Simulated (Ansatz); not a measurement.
Cells marked so need not be the phases stable at ambient conditions, and some may be hypothetical.

 Where the default PAW files enter, the runs use the earlier of Ansatz's two default sets.

The gap is the functional's own, uncorrected, and κ follows it; spin-orbit coupling is left out. Mid-gap values are interpolated between the computed energies.

A. CaClF (P4/nmm, not sure to be the ambient phase, 6 atoms a cell, 17.1 Å³ an atom), along the normal of (111)
B. N2 (P4_2/mnm, not sure to be the ambient phase, 4 atoms a cell, 22.3 Å³ an atom), along the normal of (001)
C. LiAsF$_{6}$ (R-3, not sure to be the ambient phase, 8 atoms a cell, 11.2 Å³ an atom), along the normal of (101)
D. BaLi$_{2}$Mg(PO$_{4}$)$_{2}$ (P-3, not sure to be the ambient phase, 14 atoms a cell, 11.6 Å³ an atom, -5 GPa at this level), along the normal of (100)

**Question.** Rank these by mid-gap decay constant of the slowest evanescent state (lowest first), as r2SCAN in Ansatz (a quantum-chemistry and plane-wave program) gives it.

**Answer.** A (0.44 1/Å), D (0.47 1/Å), C (0.59 1/Å), B (1.10 1/Å)
